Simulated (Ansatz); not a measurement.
SiTe2 (model structure, started from the CdCl2 type, R-3m, No. 166, 3 atoms in the cell) was calculated with LDA (plane waves, PAW; Ansatz, an electronic-structure program).

The input as run:

Ansatz 0.2 input:
```yaml
crystal:
  lattice:
    - [1.8890426878, 1.0906393043, 5.9745280336]
    - [-1.8890426878, 1.0906393043, 5.9745280336]
    - [0.0, -2.1812786086, 5.9745280336]
  atoms:
    - { symbol: Si, position: [0.0, 0.0, 0.0] }
    - { symbol: Te, position: [0.2455644196, 0.2455644196, 0.2455644196] }
    - { symbol: Te, position: [0.7544355804, 0.7544355804, 0.7544355804] }
basis:
  ecutwfc: 520
  ecutrho_ratio: 4
  xc_grid: 2
kpoints:
  mp_grid: { grid: [16, 16, 16] }
hamiltonian:
  xc: lda
  dispersion: none
  pseudopotentials: { kind: paw }
scf:
  occupations: { method: fermi_dirac, width: 0.05 }
output:
  forces: true
  stress: true
  eigenvalues: true
relax:
  f_tol: 0.004
  escape_saddle: false
  max_steps: 80
  cell: { stress_tol: 0.02, fix: [volume] }
```

Output (set-up and result lines):

```
Relaxation: its limit of steps is 80 (relax.max_steps)
Crystal: 3 atoms, lattice volume = 73.855 Å³
Basis set: ecut = 520 eV, 1961 PW (Γ), FFT grids on a1−a3, a2−a3, a3, exchange–correlation on 60×60×96 points (8 copies of the dense FFT grid, shifted against one another)
Bands: 22, of which v1, the nominal top of the filled ones, is band 18 counted from 1 (17 counted from 0)
Symmetry: 12 space group operations
Space group: R-3m (ITA 166), of the structure as read, at distance tolerance 4.2e-5 Å
k-points: 417 of 4096
Functional: x = slater, c = lda
SCF iter   1: F=—  HF=-14262.960076 eV  |F-HF|=—  |Δ(HF+E_count)|=         —  Δρ=5.14e-3  dr2=1.37e-2
SCF iter   2: F=—  HF=-14262.955602 eV  |F-HF|=—  |Δ(HF+E_count)|=   4.47e-3  Δρ=3.03e-3  dr2=4.96e-3
  ...
SCF 1 converged in 7 iterations: F = -14262.954107 eV  dr2 = 7.45e-8
Crystal: 3 atoms, lattice volume = 73.855 Å³
Basis set: ecut = 520 eV, 1985 PW (Γ), FFT grids on a1−a3, a2−a3, a3, exchange–correlation on 60×60×96 points (8 copies of the dense FFT grid, shifted against one another)
Initial density: handed on by an earlier stage of this run
SCF 2 converged in 5 iterations: F = -14262.952720 eV  dr2 = 7.66e-8
Crystal: 3 atoms, lattice volume = 73.855 Å³
SCF 3 converged in 9 iterations: F = -14262.956138 eV  dr2 = 5.53e-13
Crystal: 3 atoms, lattice volume = 73.855 Å³
SCF 4 converged in 4 iterations: F = -14262.956185 eV  dr2 = 5.62e-9
Crystal: 3 atoms, lattice volume = 73.855 Å³
Basis set: ecut = 520 eV, 1997 PW (Γ), FFT grids on a1−a3, a2−a3, a3, exchange–correlation on 60×60×96 points (8 copies of the dense FFT grid, shifted against one another)
SCF 5 converged in 5 iterations: F = -14262.956196 eV  dr2 = 5.50e-11
Crystal: 3 atoms, lattice volume = 73.855 Å³
SCF iter   4: F=—  HF=-14262.956196 eV  |F-HF|=—  |Δ(HF+E_count)|=   1.22e-9  Δρ=1.54e-7  dr2=1.89e-11
SCF iter   5: F=-14262.956196 eV  HF=-14262.956196 eV  |F-HF|=0.00e0  |Δ(HF+E_count)|=  3.64e-12  Δρ=4.39e-8  dr2=2.00e-12
SCF 6 converged in 5 iterations: F = -14262.956196 eV  dr2 = 2.00e-12
SCF converged after 5 iterations
Free energy (F): -14262.956196 eV
Internal energy: -14262.941874 eV  (E = F + TS)
E sigma→0 (E₀):  -14262.949035 eV
Fermi energy:    10.159544 eV
--- Forces (eV/Å), atoms counted from 1 ---
  atom   1  Si    -0.00000000    -0.00000000     0.00000000
  atom   2  Te     0.00000000     0.00000000    -0.00005605
  atom   3  Te     0.00000000    -0.00000000     0.00005605
--- Stress (GPa, compression-positive) ---
        1.018344       0.000000       0.000000
        0.000000       1.018344       0.000000
        0.000000       0.000000       1.013603
  P = ⅓ Tr σ = 1.0168 GPa (10.168 kbar)
```

The cell is one volume of an energy–volume scan, off the minimum.

The PAW data were made under PBE.

Note: the relaxation could raise the start's symmetry but not lower it, so the cell can be a saddle point.

It cost about 5 core-minutes (a rough figure) of CPU time.

A model structure was made by putting elements into a prototype or built by hand; it is no filed structure, need not be a known phase, and can be a saddle point held by its symmetry.
